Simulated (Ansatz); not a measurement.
## Convergence study of the plane-wave cutoff for Lu3GaC (P4mm, 5 atoms in the cell)

```xyz
5
Lattice="4.6998 0.0000 0.0000 0.0000 4.6998 0.0000 0.0000 0.0000 4.6998" Properties=species:S:1:pos:R:3 pbc="T T T"
Lu     2.3999     0.0000     0.0000
Lu     0.0000     2.3499     0.0000
Lu     0.0000     0.0000     2.3499
Ga     2.3499     2.3499     2.3499
C      0.0000     0.0000     0.0000
```

Method: LDA (PW92), default PAW files made with PBE (plane waves; Ansatz, an electronic-structure program).

Base settings: basis.ecutwfc = 420 eV; kpoints.mp_grid.grid = 5 5 5; hamiltonian.xc = lda; hamiltonian.pseudopotentials = {kind: paw} (the program's default PAW files); scf.occupations.method = fermi_dirac; scf.occupations.width = 0.1 eV.

The second cell is the first with its lattice scaled by 0.98.

The mesh stays at the base's, so the ladder's end is converged at best in this setting alone.

The first pressure column holds Ansatz's estimate of the finite-basis (Pulay) stress, which hides part of the cutoff error; the other is without it.

Only quantities that move along the ladder and can be compared are tabulated.

The count of work is k-points × plane waves × bands × iterations; it is no time. 

The starting cell comes from a database of computed structures (which also holds hypothetical and non-ambient phases and stackings), without a prior relaxation at this level. Its lattice was rescaled by up to half a per cent. One atom was moved a little off its site on purpose. In the base run, with a pressure of about -6 GPa the cell is away from its equilibrium volume at this level.

| basis.ecutwfc | free energy less the last step's (meV/atom) | energy of the compressed cell less the first (meV/atom) | pressure (GPa) | pressure without the Pulay estimate (GPa) | largest difference of a force vector from the last step's (eV/Å) | count of work / last |
|---|---|---|---|---|---|---|
| 145 eV | 39299.87 | -68.85 | -16.97 | -991.83 | 0.353 | 0.052 |
| 170 eV | 17980.64 | -141.65 | 9.21 | -490.30 | 0.096 | 0.058 |
| 190 eV | 9544.25 | -76.04 | -4.08 | -307.89 | 0.348 | 0.082 |
| 210 eV | 4776.86 | -57.98 | -4.29 | -196.03 | 0.121 | 0.098 |
| 230 eV | 2188.40 | -98.73 | -5.27 | -114.94 | 0.138 | 0.096 |
| 250 eV | 877.37 | -16.95 | -4.34 | -58.06 | 0.018 | 0.12 |
| 295 eV | 102.86 | -22.78 | -5.72 | -12.61 | 0.012 | 0.16 |
| 335 eV | 21.85 | -23.99 | -5.61 | -6.89 | 0.016 | 0.19 |
| 380 eV | 5.39 | -24.03 | -5.70 | -6.00 | 0.003 | 0.23 |
| 420 eV | 1.85 | -24.31 | -5.73 | -5.83 | 0.002 | 0.29 |
| 460 eV | 0.79 | -24.40 | -5.74 | -5.77 | 0.001 | 0.31 |
| 505 eV | 0.49 | -24.42 | -5.74 | -5.75 | 0.000 | 0.33 |
| 565 eV | 0.36 | -24.42 | -5.74 | -5.75 | 0.000 | 0.41 |
| 630 eV | 0.24 | -24.43 | -5.74 | -5.75 | 0.000 | 0.50 |
| 735 eV | 0.09 | -24.44 | -5.74 | -5.75 | 0.000 | 0.62 |
| 840 eV | 0.04 | -24.44 | -5.74 | -5.74 | 0.000 | 0.76 |
| 1010 eV | 0.00 | -24.44 | -5.74 | -5.74 | 0.000 | 1.0 |

Coarsest basis.ecutwfc that holds the forces within 0.01 eV/Å of the last step, with all finer ones: 380 eV, at 0.23 of the last step's count of work; the step before is off by 0.016 eV/Å.

Coarsest basis.ecutwfc that holds the pressure within 0.05 GPa of the last step, with all finer ones: 380 eV, at 0.23 of the last step's count of work; the step before is off by 0.13 GPa.

Coarsest basis.ecutwfc that holds the pressure without the Pulay estimate within 1 GPa of the last step, with all finer ones: 380 eV, at 0.23 of the last step's count of work; the step before is off by 1.1 GPa.

The energy difference between the two cells stays within 1 meV/atom of the last step's from 335 eV on, the total only from 460 eV on: much of the error is common to both cells and cancels.

At the lowest cutoff the pressure without the Pulay estimate lies 986 GPa under the last step's, the usual sign of Pulay stress in an incomplete plane-wave basis.

Keys are those of Ansatz 0.2.
